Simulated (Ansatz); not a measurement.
## Al: isotropic strain −2.00 %

Take Al in the fcc (Cu type) structure (space group Fm-3m, No. 225; a = 4.015 Å; relaxed with 0.1 eV smearing) as the base.

Modification: the cell is scaled by 0.9800 in all directions, atoms relaxed at fixed cell.

All numbers come from PBEsol (Ansatz, an electronic-structure program), scalar-relativistic without spin-orbit coupling. Settings: 28×28×28 k-points, 0.1 eV Fermi–Dirac smearing.

| quantity | base | changed | shift |
|---|---|---|---|
| volume per atom | 16.19 Å³ | 15.23 Å³ | -0.952 Å³ |
| space group | Fm-3m (No. 225) | Fm-3m (No. 225) | – |
| shortest interatomic distance | 2.839 Å | 2.783 Å | -0.0568 Å |
| energy relative to the base (free energy F) | 0 meV/atom | +16 meV/atom | +16 meV/atom |
| pressure | 0.0 GPa | 5.7 GPa | +5.7 GPa |
| band gap | zero | zero | – |

Whether these cells are dynamically stable was not tested.
